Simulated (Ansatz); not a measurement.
Input:

```yaml
crystal:
  lattice:
    - [0.00000, 2.72157, 2.72157]
    - [2.72157, 0.00000, 2.72157]
    - [2.72157, 2.72157, 0.00000]
  atoms:
    - { symbol: Ag, position: [0.00000, 0.00000, 0.00000] }
    - { symbol: Cl, position: [0.50000, 0.50000, 0.50000] }
```

No spin polarisation.

Calculations: Kohn–Sham DFT with the PBE functional, run in Ansatz (an electronic-structure program) with PAW and 420 eV plane waves, scalar-relativistic without spin-orbit coupling. Γ-centred 10×10×10 mesh, Fermi–Dirac width 0.05 eV.

### Question
Predict the band gap and electron mass.

### Answer
```json
{
  "band_gap": "0.90 eV",
  "electron_mass": "0.26 mₑ (at Γ)"
}
```

The cells carry an imposed strain or load. Masses are band curvatures over ±0.01 Å⁻¹ around the edge. Stability against distortions was not tested. The cell was made from AgCl in the rock salt structure (space group Fm-3m, No. 225) by this change: isotropic strain −3.00 %.
